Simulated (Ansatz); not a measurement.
CdTe (F-43m), r2SCAN with spin-orbit coupling, rigid bands (Ansatz, a quantum-chemistry and plane-wave program): band gap 1.01 eV, N_c = 7.51e17 cm⁻³ and N_v = 1.86e19 cm⁻³ at 300 K, conductivity masses of 0.0990 mₑ (electrons) and 0.540 mₑ (holes). Take k_BT = 0.02585 eV.

What thermal injection velocity √(2k_BT/πm) limits a ballistic channel?

1.71e7 cm/s for electrons and 7.32e6 cm/s for holes, a ratio of √(m_h/m_e) = 2.34, for dilute carriers.

Find the intrinsic carrier density and the intrinsic Fermi level.

n_i = √(N_c N_v) exp(−E_g/2k_BT) = 3.74e18 × exp(−19.53) = 1.2e10 cm⁻³. The level lies (k_BT/2) ln(N_v/N_c) = 41 meV from mid-gap (positive towards the conduction band). Each 0.1 eV added to the gap lowers n_i by a factor of 6.9.

Rigid, parabolic bands with the computed gap; masses take one relaxation time for all states. Geometry: cell and atoms relaxed with PBEsol.
